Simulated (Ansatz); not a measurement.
## Worked example: self-consistent single point of LuAu4 (I4, 5 atoms in the cell) in Ansatz

Level of theory: LDA (PW92), default PAW files made with PBE (plane waves; Ansatz, an electronic-structure program).

Input:

Ansatz 0.2 input:
```yaml
crystal:
  lattice:
    - [-3.33299100, 3.33299100, 2.06012600]
    - [3.33299100, -3.33299100, 2.06012600]
    - [3.33299100, 3.33299100, -2.06012600]
  atoms:
    - { symbol: Lu, position: [0.01213500, 0.01213500, 0.00000000] }
    - { symbol: Au, position: [0.20015000, 0.39883000, 0.59898000] }
    - { symbol: Au, position: [0.79985000, 0.60117000, 0.40102000] }
    - { symbol: Au, position: [0.39883000, 0.79985000, 0.19868000] }
    - { symbol: Au, position: [0.60117000, 0.20015000, 0.80132000] }
basis:
  ecutwfc: 30.9 Ry
kpoints:
  mp_grid:
    grid: [7, 7, 7]
hamiltonian:
  xc: lda
  pseudopotentials:
    kind: paw
scf:
  occupations:
    method: fermi_dirac
    width: 0.0073 Ry
output:
  forces: true
  eigenvalues: true
  stress: true
```

Log, with long lists cut:

```
WARN ansatz: RAYON_NUM_THREADS=1 ignored (pool sized by the plan → 1); use --threads N
Pseudopotentials: kind: paw
Pseudopotential: Lu, paw, valence charge 25
Pseudopotential: Au, paw, valence charge 19
Crystal: 5 atoms, lattice volume = 91.542 Å³
Basis set: ecut = 420.4159175005146 eV, 1783 PW (Γ)
Bands: 61, of which v1, the nominal top of the filled ones, is band 51 counted from 1 (50 counted from 0)
Symmetry: 4 space group operations
Space group: I4 (ITA 79), of the structure as read, at distance tolerance 4.5e-5 Å
k-points: 52 of 343 (time reversal used)
PAW frozen core: Lu, regenerated for the run's functional, and the local potential with it
PAW frozen core: Au, regenerated for the run's functional, and the local potential with it
Initial density: superposition of atomic densities (neutral atoms: chi_scale 0, normalization atom), corrected by the library's trained network
Initial wavefunctions: pseudopotential atomic-orbital guess
Eigensolver: davidson
Functional: x = slater, c = lda
SCF iter   1: F=—  HF=-65955.866169 eV  |F-HF|=—  |Δ(HF+E_count)|=         —  Δρ=7.03e-3  dr2=4.00e-2  ethr=1.77e-3  ⟨swp⟩=5.6  Hψ=13796  notcnv=0  defer=15
all-band conjugate gradients solve this SCF's bands
preconditioner: auto → Kerker (q_TF=auto, 2.773 Å⁻¹)
SCF iter   2: F=—  HF=-65955.855417 eV  |F-HF|=—  |Δ(HF+E_count)|=   1.08e-2  Δρ=3.38e-3  dr2=7.30e-3  ethr=3.96e-5  ⟨swp⟩=2.0  Hψ=6351  notcnv=0  defer=40
SCF iter   3: F=—  HF=-65955.853877 eV  |F-HF|=—  |Δ(HF+E_count)|=   1.54e-3  Δρ=8.96e-4  dr2=4.76e-4  ethr=7.22e-6  ⟨swp⟩=2.0  Hψ=5068  notcnv=0  defer=40
SCF iter   4: F=—  HF=-65955.853534 eV  |F-HF|=—  |Δ(HF+E_count)|=   3.43e-4  Δρ=6.04e-4  dr2=1.90e-4  ethr=4.72e-7  ⟨swp⟩=3.0  Hψ=6219  notcnv=0  defer=40
SCF iter   5: F=—  HF=-65955.853453 eV  |F-HF|=—  |Δ(HF+E_count)|=   8.09e-5  Δρ=2.33e-4  dr2=4.27e-5  ethr=1.89e-7  ⟨swp⟩=2.3  Hψ=5704  notcnv=0  defer=40
SCF iter   6: F=—  HF=-65955.853436 eV  |F-HF|=—  |Δ(HF+E_count)|=   1.69e-5  Δρ=8.67e-5  dr2=4.78e-6  ethr=4.22e-8  ⟨swp⟩=2.0  Hψ=5510  notcnv=0  defer=40
SCF iter   7: F=—  HF=-65955.853434 eV  |F-HF|=—  |Δ(HF+E_count)|=   1.74e-6  Δρ=1.54e-5  dr2=1.77e-7  ethr=4.74e-9  ⟨swp⟩=2.4  Hψ=5626  notcnv=0  defer=40
SCF iter   8: F=-65955.853434 eV  HF=-65955.853434 eV  |F-HF|=1.67e-9  |Δ(HF+E_count)|=   6.96e-8  Δρ=2.47e-6  dr2=4.07e-9  ethr=9.90e-11  ⟨swp⟩=12.3  Hψ=20933  notcnv=0
SCF 1 converged in 8 iterations: F = -65955.853434 eV  dr2 = 4.07e-9
SCF converged after 8 iterations
Free energy (F): -65955.853434 eV
Harris-Foulkes:  -65955.853434 eV  (|F-HF|=1.67e-9)
Internal energy: -65955.810043 eV  (E = F + TS)
E sigma→0 (E₀):  -65955.831739 eV
Entropy (-TS):   -0.043391 eV (-8.678 meV/atom)
Fermi energy:    19.604971 eV
--- Per-component energies (eV) ---
  E_band       = -789.640895
  E_kinetic    = 2840.325733
  E_local      = -13052.769026  (includes V_loc(G=0)·N_el)
  E_nonlocal   = 907.321873
  E_hartree    = 5499.107047
  E_xc         = -1125.970320
  E_vxc        = -1361.501882  (∫ρ·V_xc dr)
  E_paw        = -44827.761398  (= ΣΔE_a)
  E_vpaw       = -1121.237776  (= ΣTr[D̂ρ^β])
  E_aug_tail   = 0.005109  (compensation charges beyond the density's cutoff)
  E_ewald      = -16200.478567
  E_core_change = 4.409506  (= ΣΔE_core)
  E_smearing   = -0.043391  (= −TS)
  E_closure    = -0.000000  (closes the sum)
  Σ components = -65955.853434   (vs F -65955.853434, Δ=0.00e0)
--- Forces (eV/Å), atoms counted from 1 ---
  atom   1  Lu     0.00000000     0.00000000    -0.37702202
  atom   2  Au    -0.00022634    -0.03035454     0.09424904
  atom   3  Au     0.00022634     0.03035454     0.09424904
  atom   4  Au     0.03035454    -0.00022634     0.09424904
  atom   5  Au    -0.03035454     0.00022634     0.09424904
  max |Σ_I F_I| component: 2.59e-5 eV/Å
--- Stress (GPa, compression-positive) ---
       -6.243128       0.000000       0.000000
       -0.000000      -6.243128       0.000000
        0.000000       0.000000      -6.786974
  P = ⅓ Tr σ = -6.4244 GPa (-64.244 kbar)
  The stress holds the Pulay correction. Without it, at fixed plane waves, as pw.x and ABINIT print it: P = -6.4682 GPa
--- Band table (eV; the first three rows and the last of 52) ---
  k-point 0: bands = ["-86.3526", "-86.3449", "-86.3447", "-86.3447", "-37.7092", "-37.7010", "-37.6964", "-37.6964", "-37.6726", "-37.6726", "-37.6722", "-37.6379", "-37.6277", "-37.6005", "-37.5737", "-37.5737", "-36.4130", "-7.1725", "-7.1725", [...]
  k-point 1: bands = ["-86.3523", "-86.3456", "-86.3446", "-86.3443", "-37.7125", "-37.7017", "-37.6976", "-37.6899", "-37.6839", "-37.6722", "-37.6592", "-37.6363", "-37.6271", "-37.6020", "-37.5783", "-37.5736", "-36.4125", "-7.1747", "-7.1719", [...]
  k-point 2: bands = ["-86.3515", "-86.3467", "-86.3445", "-86.3441", "-37.7184", "-37.7049", "-37.6936", "-37.6908", "-37.6826", "-37.6709", "-37.6462", "-37.6334", "-37.6245", "-37.6061", "-37.5906", "-37.5736", "-36.4113", "-7.1795", "-7.1706", [...]
  k-point 51: bands = ["-86.3485", "-86.3476", "-86.3466", "-86.3442", "-37.7307", "-37.7125", "-37.6906", "-37.6877", "-37.6684", "-37.6435", "-37.6349", "-37.6325", "-37.6254", "-37.6162", "-37.6135", "-37.5823", "-36.4082", "-7.1799", "-7.1797", [...]
```

The run converged in 8 iterations.

The starting cell comes from a database of computed structures (which also holds hypothetical and non-ambient phases and stackings), without a prior relaxation at this level. Its lattice was rescaled by up to half a per cent. One atom was moved a little off its site on purpose. Spin-orbit coupling is off. With a pressure of about -6 GPa the cell is away from its equilibrium volume at this level. Ansatz's pressure includes its estimate of the finite-basis (Pulay) stress.
